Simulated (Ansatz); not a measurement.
**A computed series for WSe2: pressure series**

The parent structure is WSe2 (space group P6_3/mmc, No. 194; a = 3.279 Å, c = 12.786 Å; layered, stacked along the Cartesian z axis).

Cell and atoms are relaxed at each pressure.

The values are results of PBE-D3(BJ) in Ansatz (plane waves to 420 eV, PAW, scalar-relativistic without spin-orbit coupling), not measurements.

```csv
case,smallest direct gap,shortest interatomic distance,band gap
base,1.57 eV,2.534 Å,0.87 eV
pressure −2 GPa,1.52 eV,2.543 Å,1.08 eV
pressure −1 GPa,1.54 eV,2.538 Å,0.95 eV
pressure 0.3 GPa,1.57 eV,2.533 Å,0.85 eV
pressure 0.7 GPa,1.58 eV,2.531 Å,0.83 eV
pressure 1.5 GPa,1.60 eV,2.528 Å,0.78 eV
pressure 3 GPa,1.64 eV,2.523 Å,0.71 eV
pressure 5 GPa,1.56 eV,2.516 Å,0.63 eV
pressure 7.5 GPa,1.42 eV,2.509 Å,0.54 eV
pressure 10 GPa,1.30 eV,2.502 Å,0.47 eV
```

With W present, leaving out spin-orbit coupling can change the band edges. Load acts through the strain it causes; cell and atoms are relaxed under it. Stability against distortions was not tested. Competing high-pressure phases were not computed.

Ansatz is a quantum-chemistry and plane-wave program.
